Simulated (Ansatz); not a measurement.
The reference is CdSe in the zinc blende structure (space group F-43m, No. 216; a = 6.133 Å).

Structures relaxed with r2SCAN (Ansatz, an electronic-structure program), no spin-orbit coupling, earlier PAW set.

Base:

Simulated powder pattern, Cu Kα1, λ = 1.54056 Å (kinematic, ideal powder, no thermal factors, no anomalous dispersion; the 10 strongest lines at most, above 2 %, up to 2θ = 90°):

| 2θ (°) | I/Imax (%) | hkl |
|---|---|---|
| 25.13 | 100 | (111) |
| 29.09 | 3.2 | (200) |
| 41.61 | 74 | (220) |
| 49.23 | 46 | (311) |
| 60.31 | 12 | (400) |
| 66.38 | 18 | (331) |
| 75.94 | 24 | (422) |
| 81.47 | 14 | (511) |

One thing is altered: an isotropic linear strain of −1.38 %; the atoms relax in the strained cell.

How do the reflections move or split?


Simulated powder pattern, Cu Kα1, λ = 1.54056 Å (kinematic, ideal powder, no thermal factors, no anomalous dispersion; the 10 strongest lines at most, above 2 %, up to 2θ = 90°):

| 2θ (°) | d (Å) | I/Imax (%) | hkl |
|---|---|---|---|
| 25.49 | 3.492 | 100 | (111) |
| 29.51 | 3.024 | 3.2 | (200) |
| 42.22 | 2.139 | 74 | (220) |
| 49.97 | 1.824 | 46 | (311) |
| 61.25 | 1.512 | 12 | (400) |
| 67.43 | 1.388 | 18 | (331) |
| 77.20 | 1.235 | 24 | (422) |
| 82.86 | 1.164 | 14 | (511) |

The indices refer to the base's conventional cell; one index is shown for lines that coincide.

Whether these cells are dynamically stable was not tested.
